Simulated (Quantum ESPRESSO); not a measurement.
**Convergence study of the plane-wave cutoff for NbH (I4mm, 2 atoms in the cell)**

```
CELL_PARAMETERS angstrom
     -1.59893     1.59893     1.97438
      1.59893    -1.59893     1.97438
      1.59893     1.59893    -1.97438
ATOMIC_POSITIONS crystal
  Nb 0.01266 0.01266 0.00000
  H  0.50000 0.50000 0.00000
```

Computed with PBEsol, PseudoDojo standard norm-conserving (PBESOL) pseudopotentials (plane waves; Quantum ESPRESSO).

Base settings: ecutwfc = 85 Ry; occupations = smearing; smearing = fd; degauss = 0.0073499 Ry; potentials = {Nb: Nb.upf, H: H.upf}; K_POINTS = automatic 6 6 6 0 0 0; conv_thr = 1e-09 Ry; mixing_beta = 0.3.

The second cell is the first with its lattice scaled by 0.98.

The mesh stays at the base's, so the ladder's end is converged at best in this setting alone.

Only quantities that move along the ladder and can be compared are tabulated.

The count of work is k-points × plane waves × bands × iterations; it is no time. 

The starting cell comes from a database of computed structures (which also holds hypothetical and non-ambient phases and stackings), without a prior relaxation at this level. Its lattice was rescaled by up to half a per cent. One atom was moved a little off its site on purpose. Spin polarisation is off. In the base run, with a pressure of about -4 GPa the cell is away from its equilibrium volume at this level. Without a gap this mesh is coarse (it stands for a supercell whose shortest vector is 18 Å).

| ecutwfc | free energy less the last step's (meV/atom) | energy of the compressed cell less the first (meV/atom) | pressure (GPa) | largest difference of a force vector from the last step's (eV/Å) | count of work / last |
|---|---|---|---|---|---|
| 30 Ry | 3152.63 | 12.21 | -103.87 | 0.007 | 0.061 |
| 34 Ry | 2072.28 | 17.53 | -84.96 | 0.003 | 0.062 |
| 38 Ry | 1319.62 | 13.80 | -66.32 | 0.011 | 0.074 |
| 42 Ry | 813.27 | 7.02 | -49.76 | 0.010 | 0.085 |
| 47 Ry | 423.48 | 3.63 | -33.28 | 0.001 | 0.11 |
| 51 Ry | 239.30 | 5.87 | -23.47 | 0.004 | 0.13 |
| 59 Ry | 66.13 | 6.55 | -11.57 | 0.001 | 0.16 |
| 68 Ry | 11.42 | 6.39 | -6.14 | 0.000 | 0.20 |
| 76 Ry | 1.87 | 6.32 | -4.70 | 0.000 | 0.23 |
| 85 Ry | 0.63 | 6.33 | -4.38 | 0.000 | 0.27 |
| 94 Ry | 0.58 | 6.33 | -4.38 | 0.000 | 0.31 |
| 102 Ry | 0.46 | 6.32 | -4.39 | 0.000 | 0.35 |
| 115 Ry | 0.32 | 6.32 | -4.37 | 0.000 | 0.43 |
| 128 Ry | 0.28 | 6.32 | -4.37 | 0.000 | 0.50 |
| 149 Ry | 0.16 | 6.32 | -4.38 | 0.000 | 0.63 |
| 170 Ry | 0.07 | 6.31 | -4.38 | 0.000 | 0.76 |
| 204 Ry | 0.00 | 6.31 | -4.38 | 0.000 | 1.0 |

Coarsest ecutwfc that holds the pressure within 0.05 GPa of the last step, with all finer ones: 85 Ry, at 0.27 of the last step's count of work; the step before is off by 0.32 GPa.

Coarsest ecutwfc that holds the energy of the compressed cell less the first within 2 meV/atom of the last step, with all finer ones: 51 Ry, at 0.13 of the last step's count of work; the step before is off by 2.7 meV/atom.

Coarsest ecutwfc that holds the free energy within 5 meV/atom of the last step, with all finer ones: 76 Ry, at 0.23 of the last step's count of work; the step before is off by 11 meV/atom.

The energy difference between the two cells stays within 1 meV/atom of the last step's from 51 Ry on, the total only from 85 Ry on: much of the error is common to both cells and cancels.

At the lowest cutoff the pressure lies 99.5 GPa under the last step's, the usual sign of Pulay stress in an incomplete plane-wave basis.
